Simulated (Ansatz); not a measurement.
Reference: BeS (F-43m), r2SCAN with spin-orbit coupling, rigid bands (plane waves, PAW; Ansatz, an electronic-structure program); geometry: cell and atoms relaxed with r2SCAN.

```cif
data_Be4S4
_chemical_formula_sum 'Be4 S4'
_space_group_name_H-M_alt 'F-43m'
_space_group_IT_number 216
_space_group_name_Hall 'F -4 2 3'
_cell_length_a 4.86858
_cell_length_b 4.86858
_cell_length_c 4.86858
_cell_angle_alpha 90.000
_cell_angle_beta 90.000
_cell_angle_gamma 90.000
loop_
_atom_site_label
_atom_site_type_symbol
_atom_site_symmetry_multiplicity
_atom_site_Wyckoff_symbol
_atom_site_fract_x
_atom_site_fract_y
_atom_site_fract_z
_atom_site_occupancy
Be1 Be 4 a 0.00000 0.00000 0.00000 1
S1 S 4 c 0.25000 0.25000 0.25000 1
```
(The calculation used a cell of 2 atoms; values per cell refer to that cell.)

The band gap is 3.56 eV and the electron conductivity mass is 0.37 mₑ. The hole conductivity mass is 0.79 mₑ and the Seebeck coefficient, n-type 1e19 cm⁻³ comes out as -276 μV/K.

Task: Swap S for Te, keeping the structure type. How do these values move?

Result: BeTe (F-43m): volume per atom 14.4 to 22.6 Å³; band gap falls (3.56 eV to 2.09 eV); electron conductivity mass stays about the same (0.37 mₑ to 0.38 mₑ); hole conductivity mass falls (0.79 mₑ to 0.40 mₑ); Seebeck coefficient, n-type 1e19 cm⁻³ rises in size (-276 μV/K to -304 μV/K).

Moves up to 5 % count as about the same. Masses are for dilute carriers at 300 K, harmonic means over directions unless an axis is named. Seebeck coefficients are for the stated density at 300 K, with one relaxation time for all states and whether or not that doping can be reached.
